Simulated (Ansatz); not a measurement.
A user runs Ansatz (a quantum-chemistry and plane-wave program) on Zr3Ir (Fm-3m, 4 atoms in the cell) and asks whether the run is sound. The aim is a self-consistent single point with DFT, PBE, plane waves, default PAW files.

Cell that was meant: a = 5.3054 Å, b = 5.3054 Å, c = 5.3054 Å, α = 60.00°, β = 60.00°, γ = 60.00°.

Part of the input:

Ansatz 0.2 input:
```yaml
    - [3.751483, 3.751483, 0.000000]
  atoms:
    - { symbol: Ir, position: [0.000000, 0.000000, 0.000000] }
    - { symbol: Zr, position: [3.751483, 3.751483, 3.751483] }
    - { symbol: Zr, position: [1.875742, 1.875742, 1.875742] }
    - { symbol: Zr, position: [5.627224, 5.627224, 5.627224] }
kpoints:
  mp_grid:
    grid: [8, 8, 8]
```

Output (repeated stretches shortened):

```
WARN basis.ecutwfc = 420 eV, the default
WARN ansatz: RAYON_NUM_THREADS=1 ignored (pool sized by the plan → 1); use --threads N
   [... lines left out ...]
Symmetry: 6 space group operations
Space group: R3m (ITA 160), of the structure as read, at distance tolerance 4.7e-5 Å
k-points: 65 of 512 (time reversal used)
Initial density: superposition of atomic densities (neutral atoms: chi_scale 0, normalization atom), corrected by the library's trained network
Initial wavefunctions: pseudopotential atomic-orbital guess
Eigensolver: davidson
Functional: x = pbe(κ = 0.804, μ = 0.2195149727645171), c = pbe(β = 0.06672455060314922)
SCF iter   1: F=—  HF=-74589.857858 eV  |F-HF|=—  |Δ(HF+E_count)|=         —  Δρ=6.87e0  dr2=5.99e4  ethr=1.77e-3  ⟨swp⟩=75.0  Hψ=80183  notcnv=0  defer=243
all-band conjugate gradients solve this SCF's bands
preconditioner: auto → LDOS
SCF iter   2: F=—  HF=-30489.021290 eV  |F-HF|=—  |Δ(HF+E_count)|=    4.41e4  Δρ=2.36e0  dr2=9.79e3  ethr=1.77e-3  ⟨swp⟩=23.5  Hψ=60375  notcnv=1  defer=202
   [... lines left out ...]
SCF iter  12: F=—  HF=-24436.412111 eV  |F-HF|=—  |Δ(HF+E_count)|=   1.22e-5  Δρ=6.81e-5  dr2=7.59e-6  ethr=1.53e-7  ⟨swp⟩=2.7  Hψ=3387  notcnv=0  defer=41
SCF iter  13: F=—  HF=-24436.412112 eV  |F-HF|=—  |Δ(HF+E_count)|=   5.62e-7  Δρ=2.60e-5  dr2=1.04e-6  ethr=1.43e-8  ⟨swp⟩=2.7  Hψ=3555  notcnv=0  defer=41
SCF iter  14: F=-24436.412112 eV  HF=-24436.412112 eV  |F-HF|=3.14e-8  |Δ(HF+E_count)|=   2.11e-7  Δρ=6.20e-6  dr2=5.27e-8  ethr=1.89e-10  ⟨swp⟩=16.3  Hψ=17472  notcnv=0
SCF 1 converged in 14 iterations: F = -24436.412112 eV  dr2 = 5.27e-8
Free energy (F): -24436.412112 eV
Internal energy: -24436.346940 eV  (E = F + TS)
E sigma→0 (E₀):  -24436.379526 eV
Entropy (-TS):   -0.065172 eV (-16.293 meV/atom)
Fermi energy:    11.055335 eV
--- Forces (eV/Å), atoms counted from 1 ---
  atom   1  Ir    39.36042533    39.36042533    39.36042533
  atom   2  Zr    -4.17424674    -4.17424674    -4.17424674
  atom   3  Zr     3.23400774     3.23400774     3.23400774
  atom   4  Zr   -38.42002116   -38.42002116   -38.42002116
--- Stress (GPa, compression-positive) ---
      167.609944     171.021672     171.021672
      171.021672     167.609944     171.021672
      171.021672     171.021672     167.609944
  P = ⅓ Tr σ = 167.6099 GPa (1676.099 kbar)
  The stress holds the Pulay correction. Without it, at fixed plane waves, as pw.x and ABINIT print it: P = 167.3039 GPa
```

Problem. Can these results be used? Check the input.

Solution. The run is not sound. The fault is fractional and Cartesian coordinates mixed up. Numbers meant as fractions of the cell vectors were read as lengths, or the reverse, so the atoms sit in the wrong places. To fix it, make label and numbers agree, by changing either. The run converged in 14 iterations without an error; against the sound input the free energy goes up by 12.3 eV/atom, the pressure goes from -22.41 to 167.6 GPa and the largest force goes from 0.000 to 68.17 eV/Å.

The sound input it was made from differs as follows (other fixes are possible):
```diff
-    - { symbol: Zr, position: [3.751483, 3.751483, 3.751483] }
-    - { symbol: Zr, position: [1.875742, 1.875742, 1.875742] }
-    - { symbol: Zr, position: [5.627224, 5.627224, 5.627224] }
+    - { symbol: Zr, position: [0.500000, 0.500000, 0.500000] }
+    - { symbol: Zr, position: [0.250000, 0.250000, 0.250000] }
+    - { symbol: Zr, position: [0.750000, 0.750000, 0.750000] }
```

With that input, the run converged in 6 iterations: free energy E − TS (on the zero of these files) -24485.7898 eV; Fermi level (on the code's own zero) 11.78 eV; pressure -22.41 GPa (DFT, PBE, plane waves, default PAW files).

On the sound input: the starting cell was generated: these elements placed on a structure prototype, without a prior relaxation; it need not be a known phase or ordering of this composition. Spin-orbit coupling is off. Spin polarisation is off. With a pressure of about -22 GPa the cell is away from its equilibrium volume at this level. Ansatz's pressure includes its estimate of the finite-basis (Pulay) stress.
